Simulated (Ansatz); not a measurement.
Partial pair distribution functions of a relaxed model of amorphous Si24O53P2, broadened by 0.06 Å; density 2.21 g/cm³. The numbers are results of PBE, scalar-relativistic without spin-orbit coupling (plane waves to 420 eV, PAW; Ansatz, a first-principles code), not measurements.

It comes from a melt-quench run on a machine-learned potential (CHGNet), relaxed afterwards by DFT. O atoms were pushed apart under 1.9 Å during the dynamics, to hinder bonds among them. The hot cell started wider than the set density and was brought back towards it in steps. It is the lowest in DFT energy of 2 quenches. It is a model cell: composition and starting density were chosen by hand, and all elements were melted together. No dispersion term was used. Its density started from a set value of 2.21 and ended at 2.21 g/cm³. The simulated quench (nominally 320 K/ps over its main leg) is rapid and tends to freeze in more defects than a deposited or slowly cooled glass has. One small periodic cell is one sample of the glass; other quenches scatter about these values. The volume was held where the preparation left it, at a PBE pressure of 0.3 GPa. Stress components on the final sampling reach 4.3 GPa.

```
r (Å)  g Si-O  g O-P  g Si-Si  g O-O
-----  ------  -----  -------  -----
1.25     0.00   0.00     0.00   0.00
1.35     0.00   0.49     0.00   0.00
1.45     0.28   5.72     0.00   0.00
1.55     7.28  15.76     0.00   0.00
1.65    15.68   7.20     0.00   0.00
1.75     3.32   0.33     0.00   0.00
1.85     0.34   0.00     0.00   0.00
1.95     0.02   0.00     0.00   0.00
2.05     0.00   0.00     0.00   0.00
2.15     0.00   0.00     0.00   0.00
2.25     0.00   0.00     0.00   0.05
2.35     0.00   0.00     0.00   0.34
2.45     0.00   0.00     0.00   1.36
2.55     0.00   0.00     0.04   3.64
2.65     0.02   0.02     0.30   5.30
2.75     0.11   0.44     0.78   3.60
2.85     0.14   0.62     2.52   1.14
2.95     0.26   0.05     3.14   0.60
3.05     0.47   0.07     4.18   0.43
3.15     0.50   1.01     3.22   0.44
3.25     0.74   1.31     1.72   0.50
3.35     0.80   0.23     0.24   0.57
3.45     1.12   0.82     0.00   0.51
3.55     1.27   1.19     0.00   0.49
3.65     0.94   0.32     0.03   0.44
3.75     1.14   0.66     0.17   0.50
3.85     1.41   1.79     0.19   0.72
3.95     1.63   3.18     0.28   0.65
4.05     1.96   2.44     0.68   0.79
4.15     1.98   2.42     0.80   0.68
4.25     1.63   1.82     0.86   0.77
4.35     1.08   0.50     0.89   1.02
4.45     0.82   0.89     0.65   1.08
4.55     0.55   0.82     0.79   1.18
4.65     0.67   0.18     0.94   1.22
4.75     0.76   0.39     1.06   1.27
4.85     0.56   0.61     1.04   1.42
4.95     0.54   0.66     0.98   1.35
5.05     0.65   0.76     1.44   1.33
5.15     0.74   0.45     1.44   1.16
5.25     0.72   0.99     1.16   1.16
```

Within 1.96 Å each Si has 4.04 O neighbours on average.
